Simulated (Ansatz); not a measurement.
The reference is Rb₂LiTlBr₆ (space group Fm-3m, No. 225; a cell from a computed database, its experimental status unchecked).

```yaml
crystal:
  lattice:
    - [0.00000, 5.40693, 5.40693]
    - [5.40693, 0.00000, 5.40693]
    - [5.40693, 5.40693, 0.00000]
  atoms:
    - { symbol: Rb, position: [0.75000, 0.75000, 0.75000] }
    - { symbol: Rb, position: [0.25000, 0.25000, 0.25000] }
    - { symbol: Li, position: [0.50000, 0.50000, 0.50000] }
    - { symbol: Tl, position: [0.00000, 0.00000, 0.00000] }
    - { symbol: Br, position: [0.74714, 0.25286, 0.25286] }
    - { symbol: Br, position: [0.25286, 0.74714, 0.74714] }
    - { symbol: Br, position: [0.25286, 0.74714, 0.25286] }
    - { symbol: Br, position: [0.74714, 0.25286, 0.74714] }
    - { symbol: Br, position: [0.25286, 0.25286, 0.74714] }
    - { symbol: Br, position: [0.74714, 0.74714, 0.25286] }
```

Cartesian axes are those of the cell as printed.

Method: PBEsol, PAW, 420 eV (Ansatz, a first-principles code; without spin-orbit coupling), earlier PAW set.

Before the change:

- Band gap: 0.57 eV

Perturbation: strain tensor (xx, yy, zz, yz, xz, xy) = (+0.11, −0.34, −1.35, −1.33, +0.37, +2.21) %, atoms relaxed at fixed cell.

**Question.** How does this affect the stress and band gap?

**Answer.** The stress (xx, yy, zz, yz, xz, xy; compression positive) comes out as (0.23, 0.36, 0.56, 0.28, -0.07, -0.43) GPa; the band gap falls by 0.037 eV, from 0.57 eV to 0.54 eV.

With Tl present, leaving out spin-orbit coupling can change the band edges. No phonon test of stability was made.
